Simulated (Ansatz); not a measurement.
Results of PBEsol+SOC (plane waves, PAW; Ansatz, a program for electronic structure) for SnC (model structure, started from the zincblende type, F-43m, No. 216, 2 atoms in the cell).

Run with plane-wave cutoff 520 eV, 12×12×12 k mesh, Fermi–Dirac smearing 0.01 eV, PAW data made under PBE.

Cell (relaxed with PBEsol):

```yaml
crystal:
  lattice:
    - [0.00000, 2.51701, 2.51701]
    - [2.51701, 0.00000, 2.51701]
    - [2.51701, 2.51701, 0.00000]
  atoms:
    - { symbol: C, position: [0.75000, 0.75000, 0.75000] }
    - { symbol: Sn, position: [0.00000, 0.00000, 0.00000] }
```

**Question.** Estimate the band gap that the calculation returns.

**Answer.** 
- band gap: 0.76 eV (direct)

Note: the relaxation could raise the start's symmetry but not lower it, so the cell can be a saddle point.

Computed values are for the static lattice.

Computing time: very roughly 30 core-seconds.

A model structure was made by putting elements into a prototype or built by hand; it is no filed structure, need not be a known phase, and can be a saddle point held by its symmetry.
